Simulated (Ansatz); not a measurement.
Functionals compared on the (110) surface of rock-salt TaN (a high-symmetry phase, unstable at 0 K and held by its symmetry) in its 1x1 cell (cut with top plane N + Ta, bottom plane N + Ta), outermost plane spacing 1.56 Å in the ideal cut, in Ansatz (plane waves, PAW). The structure was relaxed with PBE; the other rows are single points on it, each with its references at the same level. Cutoff 420 eV (500 eV for r2SCAN).

Set-up: 16 atoms, N8Ta8, 10.9 Å thick at the start; mesh 12x9x1; 0.1 eV smearing; dipole correction on; all atoms relaxed; start symmetry kept, larger cells not searched; no spin, no spin-orbit, no U. These notes are the PBE run's.

```csv
functional,surface energy (J/m²),work function of the top face (eV),rough cost of the single point
PBE,1.93,4.20,–
LDA,2.67,4.52,about 70 core-seconds (a rough figure)
PBEsol,2.40,4.28,very roughly 70 core-seconds
RPBE,1.63,4.03,roughly 70 core-seconds
r2SCAN,2.13,4.11,roughly 2.4 core-minutes
```

Ansatz is a program for electronic structure.
